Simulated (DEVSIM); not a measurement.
Device: Ru/SiO2/p-Ge capacitor, at 300 K.

| layer (left to right) | material | thickness (nm) | Na (cm⁻³) |
|---|---|---|---|
| 1 | SiO2 | 13.0 | - |
| 2 | Ge | 17000 | 1.2e15 |

Metal gate on the left, work function 4.7 eV. Fixed charge at the semiconductor interface 1.8e10 cm⁻² (in units of +e); no interface traps.

The device is made up for the run: typed textbook-type constants, with dimensions and the other settings drawn at random. Values at 300 K.

```tsv
parameter	SiO2	Ge
gap (eV)	9	0.664
affinity (eV)	0.9	4
permittivity	3.9	16
Nc (cm⁻³)	-	1.04e19
Nv (cm⁻³)	-	6e18
```

DEVSIM, 1D Poisson equation in equilibrium, Boltzmann statistics, complete ionisation; no quantum confinement or tunnelling. Metal contacts follow the ideal Schottky-Mott rule: no Fermi-level pinning, no interface dipoles.

Problem. Tabulate band edges, carrier densities and field at 0.45 V on the gate.

Solution. Energies count from the Fermi level of the right contact; mesh points crowd at the junctions.

```
x (μm)    Ec (eV)  Ev (eV)  n (cm⁻³)  p (cm⁻³)  field (V/cm)
--------  -------  -------  --------  --------  ------------
0.000       3.350   -5.650     < 1e2     < 1e2         18000
0.001670    3.353   -5.647     < 1e2     < 1e2         18000
0.005488    3.360   -5.640     < 1e2     < 1e2         18000
0.01024     3.368   -5.632     < 1e2     < 1e2         18000
0.01292     3.373   -5.627     < 1e2     < 1e2         18000
0.01474     0.274   -0.390    2.6e14    1.7e12          6400
0.01932     0.277   -0.387    2.3e14    1.9e12          6300
0.03898     0.289   -0.375    1.4e14    3.0e12          6000
0.08195     0.314   -0.350    5.6e13    7.8e12          5400
0.1930      0.365   -0.299    7.8e12    5.6e13          3900
0.4798      0.429   -0.235    6.5e11    6.8e14           990
1.708       0.444   -0.220    3.6e11    1.2e15           ≈ 0
4.395       0.444   -0.220    3.6e11    1.2e15           ≈ 0
10.75       0.444   -0.220    3.6e11    1.2e15           ≈ 0
15.23       0.444   -0.220    3.6e11    1.2e15           ≈ 0
16.34       0.444   -0.220    3.6e11    1.2e15           ≈ 0
16.75       0.444   -0.220    3.6e11    1.2e15           ≈ 0
16.91       0.444   -0.220    3.6e11    1.2e15           ≈ 0
16.99       0.444   -0.220    3.6e11    1.2e15           ≈ 0
17.00       0.444   -0.220    3.6e11    1.2e15           ≈ 0
17.01       0.444   -0.220    3.6e11    1.2e15           ≈ 0
17.01       0.444   -0.220    3.6e11    1.2e15           ≈ 0
```
